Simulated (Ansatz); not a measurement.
## LiNbO3: transverse stress against strain

LiNbO3 (R3c, 10.521 Å³/atom and stress up to 0.01 GPa in the relaxed cell, c along z) under a strain ε along c (axis z), the other axes held. PBEsol in Ansatz, a plane-wave DFT program (PAW, default set), 420 eV, 8×8×8 Γ-centred mesh, Fermi-Dirac smearing 0.05 eV; ions are relaxed, or left where forces stay under 0.02 eV/Å, within the symmetry of each cell. Stress is positive for a compressed cell.

Here s stands for strain and y for stress xx.

```csv
strain (%),stress xx (GPa)
-3.00,?
-1.50,1.08
-0.75,0.52
0.00,-0.01
0.75,-0.50
1.50,-0.98
```

### Question
Fit y against s with a straight line, and predict the withheld value at s = -3.00.

### Answer
Means: s 0, y 0.022. About the means, the sum of products is -3.8550 and the sum of squares of s is 5.6250; the slope is their ratio. Least squares gives y = 0.022 - 0.6853·s. Residuals (row less fit): 0.030, -0.016, -0.032, -0.008, 0.026; standard error 0.031 (degrees of freedom: 3). The slope gives the elastic constant C13 = 69 ± 1 GPa (± standard error of the fit, which holds the terms cut off). At the withheld row, y = 0.022 - 0.6853 × (-3.00) = 2.078 GPa. The calculation gives 2.31 GPa, 0.232 GPa above the prediction (7.1 % of the range of y in the table). The row lies outside the fitted rows, so this is an extrapolation. From the scatter of the fitted rows alone, a prediction at this place has a standard error of 0.052 GPa, so the miss is 4.5 times that.

A polynomial of degree 2 through the 8 other runs of the series gives 2.30 there, so most of the miss is curvature that the fit leaves out. The start is a measured cell from the literature; how it stands against other phases or cation orders wasn't checked. Rows are the converged runs of the series near zero and its far end; series whose fitted rows scatter by over a few per cent of the range, as at a crossing or softening among them, aren't shown in this form, nor equations of state whose B0' disagrees with the runs' pressures. Most that stay on the fit to the last digits aren't either.
